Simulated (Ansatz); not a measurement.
Structures of equal composition on the (000-1) surface of wurtzite CdS (S plane on top): 2x2 Cd adatom at H3; 2x2 Cd adatom at T1; 2x2 Cd adatom at T4. The slabs share one bottom face, and each structure is named by its start. These are constructed structures in small cells; real faces may alloy, dewet or reconstruct in larger ones, and not all known structures of the face are among them. Slabs of about 14 Å with all that they carry, Fermi-Dirac smearing of 0.025 eV. Bottom of the slabs: H caps. Relaxed from the named starts with such symmetry as they have, on meshes of like density; energies extrapolated to zero smearing; no spin-orbit coupling, no U. Spin-polarised runs, if any, are marked in brackets, and their order is one that fits the cell; the others ran without spin. Where a second, spin-polarised start was run, the lower counts.

Host crystal: wurtzite CdS, with a band gap (PBE, scalar-relativistic without spin-orbit coupling).

Computed with PBE (plane waves to 420 eV, PAW; Ansatz, an electronic-structure program).

Order them by energy per 1x1 cell (lowest first) at the level PBE.

2x2 Cd adatom at H3 (0.000 eV, gap 0.84 eV on the mesh), 2x2 Cd adatom at T4 (0.078 eV (3 Cd–S bonds formed), gap 0.94 eV on the mesh), 2x2 Cd adatom at T1 (0.422 eV [spin, 0.4 μB a cell], no gap over 0.04 eV on the mesh)
